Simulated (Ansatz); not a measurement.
Base system: C in the diamond structure (space group Fd-3m, No. 227).

```
CELL_PARAMETERS angstrom
      0.00000     1.78014     1.78014
      1.78014     0.00000     1.78014
      1.78014     1.78014     0.00000
ATOMIC_POSITIONS crystal
  C  0.00000 0.00000 0.00000
  C  0.25000 0.25000 0.25000
```

Cartesian axes are those of the cell as printed.

Level of theory: r2SCAN (Ansatz, a quantum-chemistry and plane-wave program; PAW; 500 eV plane waves; no spin-orbit coupling).

It is then changed as follows: a pure shear with ε_xy = ε_yx = 0.0086, atoms relaxed at fixed cell.

Problem. Predict the stress tensor and what it implies for the stiffness.

Solution. Stress of the strained cell less that of the base (GPa, compression positive):
```
   0.22  -10.10    0.00
 -10.10    0.22    0.00
   0.00    0.00    0.02
```

Then −Δσ/γ with γ = 2ε = 0.0172 gives relaxed-ion elastic constants: C66 ≈ 587 GPa.

Stability against distortions was not tested.
